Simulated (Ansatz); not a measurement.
The parent structure is TaAs (space group I4_1md, No. 109).

```
CELL_PARAMETERS angstrom
     -1.72095     1.72095     5.85613
      1.72095    -1.72095     5.85613
      1.72095     1.72095    -5.85613
ATOMIC_POSITIONS crystal
  Ta 0.99928 0.99928 0.00000
  Ta 0.74928 0.24928 0.50000
  As 0.41672 0.41672 0.00000
  As 0.16672 0.66672 0.50000
```

Computed with r2SCAN, PAW, 500 eV (Ansatz, a program for electronic structure; scalar-relativistic without spin-orbit coupling).

One change was made to it. Results:

| quantity | base | after |
|---|---|---|
| c/a ratio | 3.403 | 3.377 |
| shortest interatomic distance | 2.609 Å | 2.571 Å |
| density | 12.25 g/cm³ | 12.80 g/cm³ |

Problem. Which change produced these results?
A. pressure 9 GPa
B. pressure 2.1 GPa
C. pressure 22.5 GPa
D. pressure 0.9 GPa
E. pressure 4.5 GPa

Solution. A, pressure 9 GPa. For comparison, the c/a ratio in the other runs: pressure 4.5 GPa gives 3.390; pressure 2.1 GPa gives 3.396; pressure 22.5 GPa gives 3.342; pressure 0.9 GPa gives 3.400.

Load acts through the strain it causes; cell and atoms are relaxed under it. Stability against distortions was not tested. No other phases were tried under pressure. The final runs are not spin-polarised.
